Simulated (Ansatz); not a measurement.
For GaAs (model structure, started from the CsCl type, Pm-3m, No. 221, 2 atoms in the cell), LDA (plane waves, PAW; Ansatz, an electronic-structure program) gives:

* **equilibrium lattice constant a**: 3.280 Å
* **cohesive energy**: 3.53 eV/atom

Q: What does PBE-D3(BJ) (Ansatz, PAW) give for the same quantities?

A: 
- lattice constant a: 3.313 Å (goes up by 1.0 %)
- cohesive energy: 3.00 eV/atom (falls by 0.53 eV/atom)

Changes are worked out from the printed values.

Unless a cell is named, each level is at its own relaxed cell (LDA 17.64, PBE-D3(BJ) 18.18 Å³/atom).

Ansatz's density-functional and Hartree–Fock values are scalar-relativistic unless marked +SOC, with PAW data made under PBE.

A model structure was made by putting elements into a prototype or built by hand; it is no filed structure, need not be a known phase, and can be a saddle point held by its symmetry.
